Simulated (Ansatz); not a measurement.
By PBEsol, the system below comes out a metal.

Here is the system:

```
CELL_PARAMETERS angstrom
      3.32130     0.00000     0.00000
      0.00000     5.14154     0.00000
      0.00000     0.00000     5.56978
ATOMIC_POSITIONS crystal
  Si 0.25000 0.82109 0.58232
  Si 0.75000 0.17891 0.41768
  Si 0.75000 0.67891 0.08232
  Si 0.25000 0.32109 0.91768
  Ni 0.75000 0.50795 0.68852
  Ni 0.25000 0.49205 0.31148
  Ni 0.25000 0.99205 0.18852
  Ni 0.75000 0.00795 0.81148
```

The cell is taken as given; by PBEsol it stands under a pressure of -1.0 GPa.

The current flows along the normal of the first two printed cell vectors. No spin-orbit coupling; the value is a mean over 0.1 eV about the Fermi level.

Problem. State the ballistic conductance per area according to PBEsol (Ansatz, a program for electronic structure).

Solution. 0.52 × 10¹⁵ S/m² for both spins.
